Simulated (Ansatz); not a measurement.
Partial pair distribution functions of a relaxed model of amorphous hafnium silicate (Hf18O38Si), broadened by 0.06 Å; density 8.61 g/cm³. Method: PBE, scalar-relativistic without spin-orbit coupling (plane waves to 420 eV, PAW; Ansatz, a program for electronic structure).

Preparation: random packing, a CHGNet melt and quench, and a DFT relaxation. O atoms were pushed apart under 1.9 Å during the dynamics, to hinder bonds among them. The hot cell started wider than the set density and was brought back towards it in steps. It is the lowest in DFT energy of 2 quenches. It is a model cell: composition and starting density were chosen by hand, and all elements were melted together. No dispersion term was used. Its density started from a set value of 8.61 and ended at 8.61 g/cm³. Cooling (nominally 300 K/ps over its main leg) ran many orders faster than in experiment, which tends to leave more defects and strain. One small periodic cell is one sample of the glass; other quenches scatter about these values. The volume was held where the preparation left it, at a PBE pressure of 1.1 GPa. Stress components on the final sampling reach 2.7 GPa. Cycles of charging lowered its energy after that relaxation.

```json
[
 {"r (Å)": "1.40", "g Hf-O": "0.00", "g O-Si": "0.01", "g Hf-Hf": "0.00", "g O-O": "0.00"},
 {"r (Å)": "1.50", "g Hf-O": "0.00", "g O-Si": "1.21", "g Hf-Hf": "0.00", "g O-O": "0.00"},
 {"r (Å)": "1.60", "g Hf-O": "0.00", "g O-Si": "12.26", "g Hf-Hf": "0.00", "g O-O": "0.00"},
 {"r (Å)": "1.70", "g Hf-O": "0.00", "g O-Si": "9.12", "g Hf-Hf": "0.00", "g O-O": "0.00"},
 {"r (Å)": "1.80", "g Hf-O": "0.08", "g O-Si": "0.51", "g Hf-Hf": "0.00", "g O-O": "0.00"},
 {"r (Å)": "1.90", "g Hf-O": "1.36", "g O-Si": "0.00", "g Hf-Hf": "0.00", "g O-O": "0.00"},
 {"r (Å)": "2.00", "g Hf-O": "5.18", "g O-Si": "0.00", "g Hf-Hf": "0.00", "g O-O": "0.00"},
 {"r (Å)": "2.10", "g Hf-O": "7.75", "g O-Si": "0.00", "g Hf-Hf": "0.00", "g O-O": "0.00"},
 {"r (Å)": "2.20", "g Hf-O": "4.56", "g O-Si": "0.00", "g Hf-Hf": "0.00", "g O-O": "0.00"},
 {"r (Å)": "2.30", "g Hf-O": "1.36", "g O-Si": "0.00", "g Hf-Hf": "0.00", "g O-O": "0.03"},
 {"r (Å)": "2.40", "g Hf-O": "0.32", "g O-Si": "0.00", "g Hf-Hf": "0.00", "g O-O": "0.39"},
 {"r (Å)": "2.50", "g Hf-O": "0.06", "g O-Si": "0.00", "g Hf-Hf": "0.00", "g O-O": "1.23"},
 {"r (Å)": "2.60", "g Hf-O": "0.02", "g O-Si": "0.00", "g Hf-Hf": "0.00", "g O-O": "2.07"},
 {"r (Å)": "2.70", "g Hf-O": "0.14", "g O-Si": "0.01", "g Hf-Hf": "0.00", "g O-O": "2.27"},
 {"r (Å)": "2.80", "g Hf-O": "0.17", "g O-Si": "0.40", "g Hf-Hf": "0.00", "g O-O": "2.28"},
 {"r (Å)": "2.90", "g Hf-O": "0.28", "g O-Si": "1.55", "g Hf-Hf": "0.02", "g O-O": "2.24"},
 {"r (Å)": "3.00", "g Hf-O": "0.19", "g O-Si": "1.41", "g Hf-Hf": "0.28", "g O-O": "1.83"},
 {"r (Å)": "3.10", "g Hf-O": "0.22", "g O-Si": "0.86", "g Hf-Hf": "0.65", "g O-O": "1.69"},
 {"r (Å)": "3.20", "g Hf-O": "0.23", "g O-Si": "0.84", "g Hf-Hf": "1.61", "g O-O": "1.32"},
 {"r (Å)": "3.30", "g Hf-O": "0.28", "g O-Si": "0.07", "g Hf-Hf": "1.98", "g O-O": "1.13"},
 {"r (Å)": "3.40", "g Hf-O": "0.32", "g O-Si": "0.00", "g Hf-Hf": "1.56", "g O-O": "1.20"},
 {"r (Å)": "3.50", "g Hf-O": "0.72", "g O-Si": "0.12", "g Hf-Hf": "2.32", "g O-O": "0.86"},
 {"r (Å)": "3.60", "g Hf-O": "0.79", "g O-Si": "1.17", "g Hf-Hf": "2.82", "g O-O": "0.59"},
 {"r (Å)": "3.70", "g Hf-O": "0.63", "g O-Si": "1.28", "g Hf-Hf": "2.74", "g O-O": "0.69"},
 {"r (Å)": "3.80", "g Hf-O": "1.00", "g O-Si": "1.62", "g Hf-Hf": "2.23", "g O-O": "0.72"},
 {"r (Å)": "3.90", "g Hf-O": "1.26", "g O-Si": "2.46", "g Hf-Hf": "2.49", "g O-O": "0.71"},
 {"r (Å)": "4.00", "g Hf-O": "1.23", "g O-Si": "1.69", "g Hf-Hf": "1.90", "g O-O": "0.83"},
 {"r (Å)": "4.10", "g Hf-O": "1.12", "g O-Si": "3.05", "g Hf-Hf": "1.04", "g O-O": "1.11"},
 {"r (Å)": "4.20", "g Hf-O": "1.30", "g O-Si": "2.26", "g Hf-Hf": "0.36", "g O-O": "1.02"},
 {"r (Å)": "4.30", "g Hf-O": "1.69", "g O-Si": "1.04", "g Hf-Hf": "0.41", "g O-O": "0.73"},
 {"r (Å)": "4.40", "g Hf-O": "1.61", "g O-Si": "1.04", "g Hf-Hf": "0.34", "g O-O": "0.46"},
 {"r (Å)": "4.50", "g Hf-O": "1.66", "g O-Si": "0.56", "g Hf-Hf": "0.61", "g O-O": "0.52"}
]
```

Within 2.52 Å each Hf has 5.89 O neighbours on average.
